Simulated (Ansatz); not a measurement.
Base system: CuI in the zinc blende structure (space group F-43m, No. 216; a = 6.078 Å).

(Cell as relaxed with PBE.)

Levels (all Ansatz, an electronic-structure program, PAW, earlier PAW set): PBE (420 eV, without spin-orbit coupling); r2SCAN (500 eV, spin-orbit coupling left out).

Each level relaxes its own structure.

```
base                      PBE    r2SCAN
-------------------  --------  --------
volume per atom      28.06 Å³  27.28 Å³
lattice parameter a   6.078 Å   6.021 Å
band gap              1.10 eV   1.67 eV
```

The change: a hydrostatic pressure of 3 GPa.

```
quantity                        PBE      r2SCAN
-------------------  --------------  ----------
electron mass        0.15 mₑ (at Γ)  (withheld)
lattice parameter a         5.948 Å  (withheld)
band gap                    1.28 eV  (withheld)
```

Q: Predict the r2SCAN column.

A: 
- electron mass, r2SCAN: 0.18 mₑ (at Γ)
- lattice parameter a, r2SCAN: 5.904 Å
- band gap, r2SCAN: 1.85 eV

PBE's lattice parameter a lies 0.044 Å above r2SCAN's (0.7 %); PBE's band gap lies 0.575 eV below r2SCAN's. Neither level is exact; r2SCAN is the comparison here, not a measurement.

With I present, leaving out spin-orbit coupling can change the band edges. Load acts through the strain it causes; cell and atoms are relaxed under it. Effective masses come from finite differences of ±0.01 Å⁻¹. Stability against distortions was not tested. Tetrahedral semiconductors of this kind turn to denser phases somewhere between about 1 and 50 GPa; those were not computed, so compressed cells here can lie past the real transition. The final runs are not spin-polarised.
